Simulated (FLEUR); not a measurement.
Band structure of W (Im-3m, 1 atom in the cell).

```xyz
1
Lattice="-1.5852 1.5852 1.5852 1.5852 -1.5852 1.5852 1.5852 1.5852 -1.5852" Properties=species:S:1:pos:R:3 pbc="T T T"
W      0.0000     0.0000     0.0000
```

Method of the run: PBE, all-electron FLAPW (FLEUR), scalar-relativistic valence run with FLEUR.

Settings: Kmax = 4.2 1/bohr; GmaxXC = 16.8 1/bohr; xcFunctional = pbe; jspins = 1; l_soc = F; mode = hist; fermiSmearingEnergy = 0.00499791 Htr; mesh (inpgen div1-3) = 19 19 19; inpgen gamma flag = false; Gmax = 16.8 1/bohr; numbands = 0; maxIterBroyd = 15; imix = Anderson; alpha = 0.05.

The starting cell comes from a database of computed structures (which also holds hypothetical and non-ambient phases and stackings), without a prior relaxation at this level. Spin-orbit coupling is off. Spin polarisation is off. Values depend on the basis (sphere radii, cutoffs, local orbitals), which need not be converged.

Levels in eV from the Fermi level, bands 4 to 11:
```tsv
point	4	5	6	7	8	9	10	11
Γ	-37.69	-9.58	-1.21	-1.21	-1.21	2.27	2.27	14.50
H	-38.58	-5.77	-5.77	5.17	5.17	5.17	8.23	8.23
N	-37.69	-6.22	-3.53	0.70	2.16	3.14	6.16	11.11
P	-38.33	-2.93	-2.93	-2.93	3.31	3.31	6.61	12.30
```
